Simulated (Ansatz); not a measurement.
GaP (F-43m), r2SCAN with spin-orbit coupling, rigid bands (Ansatz, a program for electronic structure): N_c = 3.76e19 cm⁻³ at 300 K and an electron conductivity mass of 0.338 mₑ.

Task: For 1e16 electrons per cm³ at 300 K, place the Fermi level, estimate the Seebeck coefficient of a parabolic band with constant τ, and give mobility and conductivity for τ = 5 fs.

Result: The level lies k_BT ln(N_c/n) = 0.213 eV below the conduction-band minimum. S ≈ −(k_B/e)[ln(N_c/n) + 5/2] = -925 μV/K, against -921 μV/K from the full bands (mean over directions). μ = eτ/m = 26.0 cm²/(V·s) and σ = neμ = 0.0417 S/cm. τ is assumed, not computed.

Band transport and this doping are assumed; polarons and phonon drag are left out. Geometry: cell and atoms relaxed with PBEsol.
